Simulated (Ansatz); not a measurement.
Take Pt in the fcc (Cu type) structure (space group Fm-3m, No. 225; a = 3.9415 Å; relaxed with 0.1 eV smearing) as the base.

The values are results of DFT with r2SCAN, PAW potentials and a 500 eV plane-wave cutoff in Ansatz (an electronic-structure program), no SOC, earlier PAW set, not measurements.

Base values:

| Item | Result |
|---|---|
| Band gap | zero |
| Pressure | 0.0 GPa |

One thing is altered: the cell is scaled by 1.0126 in all directions, atoms relaxed at fixed cell.

Q: What happens to the band gap?

A: The band gap remains zero.

Q: How does this affect the energy relative to the base?

A: The energy increases by 17 meV/atom.

Q: Estimate the effect on the pressure.

A: The pressure goes from zero to -9.1 GPa.

The cells carry an imposed strain or load. No phonon test of stability was made. The final runs are not spin-polarised. Pt lies near a magnetic instability that expansion can trigger; it was not tested.
